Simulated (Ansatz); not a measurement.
## A constructed model of the (0001) surface of hcp Co, ferromagnetic, a pseudomorphic layer of V in the other hollow (bottom of the slab: a bare face, its two planes held)

All values below come from PBE (plane waves to 420 eV, PAW; Ansatz, a quantum-chemistry and plane-wave program).

Slab: 7 atoms, 12.6 Å thick at the start with caps and adatoms (thin: gaps and levels are the slab's own); k 17x17x1, smearing 0.1 eV, dipole-corrected; 2 atoms held, the rest relaxed; start symmetry kept, larger cells not searched; spin-polarised, ending with about 9.4 μB a cell; orders that need a larger cell were not tried, no spin-orbit, no U. In PBE it is, or lies within 0.01 eV a 1x1 cell of, the lowest of the 2 structures of its composition computed so far; subsurface sites and larger cells were not tried.

```
Quantity                                               Value
-----------------------------  -----------------------------
work function of the top face                        5.33 eV
energy released by relaxation                        0.26 eV
magnetic moment of the cell                          9.41 μB
cost                           around 5 core-minutes (rough)
```
